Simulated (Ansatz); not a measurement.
Levels about the gap of amorphous Si$_{10}$Al$_{16}$O$_{44}$ (70 atoms in a cell of 971 Å³, 2.42 g/cm³; zone centre alone, so wide bands show as single levels with stretches between that a denser mesh fills), at the geometry that PBE relaxed, where it gives 0.0 GPa on a denser mesh. Exact exchange is cut at the faces of this small cell, which leaves a finite-size error. The participation number counts the atoms over which a state spreads; weights are charges in smoothed Voronoi cells. The levels come from a single point, so bond lengths are those of that geometry. Method of the levels: HSE06, scalar-relativistic without spin-orbit coupling (Ansatz, an electronic-structure program). Sampling: the zone centre alone; Fermi-Dirac width 0.02 eV; no spin polarisation. At PBE the levels at the filled edge of the gap are localised (band-tail or defect states), and the nearest spread-out levels lie 4.3 eV apart at the zone centre.

A CHGNet melt-quench gave the starting glass, which DFT then relaxed. O atoms were pushed apart under 1.9 Å during the dynamics, to hinder bonds among them. It is a model cell: composition and starting density were chosen by hand, and all elements were melted together. No dispersion term was used. Its density started from a set value of 2.42 and ended at 2.42 g/cm³. The simulated quench (nominally 1100 K/ps over its main leg) is rapid and tends to freeze in more defects than a deposited or slowly cooled glass has. One small periodic cell is one sample of the glass; other quenches scatter about these values. Volume and shape were free in the relaxation.

| E - E(highest filled), eV | filling | participation number | largest on | weight O | weight Al | weight Si |
|---|---|---|---|---|---|---|
| -0.33 | filled | 15.3 | O, 2 neighbours | 0.95 | 0.03 | 0.02 |
| -0.22 | filled | 5.5 | O, 2 neighbours | 0.95 | 0.03 | 0.02 |
| -0.17 | filled | 4.7 | O, 2 neighbours | 0.95 | 0.04 | 0.02 |
| -0.07 | filled | 7.5 | O, 2 neighbours | 0.95 | 0.03 | 0.02 |
| -0.06 | filled | 4.9 | O, 2 neighbours | 0.95 | 0.03 | 0.02 |
| -0.04 | filled | 6.3 | O, 2 neighbours | 0.96 | 0.03 | 0.02 |
| 0.00 | filled | 4.5 | O, 2 neighbours | 0.95 | 0.04 | 0.01 |
| 5.66 | empty | 45.2 | Al, 3 neighbours | 0.61 | 0.30 | 0.09 |
| 7.01 | empty | 10.0 | Al, 3 neighbours | 0.50 | 0.46 | 0.04 |
| 7.20 | empty | 30.4 | Al, 4 neighbours | 0.56 | 0.35 | 0.09 |
| 7.82 | empty | 36.5 | Al, 4 neighbours | 0.63 | 0.27 | 0.10 |
| 8.07 | empty | 39.5 | Al, 4 neighbours | 0.59 | 0.32 | 0.09 |
| 8.32 | empty | 38.1 | O, 3 neighbours | 0.66 | 0.26 | 0.08 |

Most localised among these is the filled level at +0.00 eV, on a O atom, which has 2 neighbours (Al 1.72 Å, Al 1.74 Å).
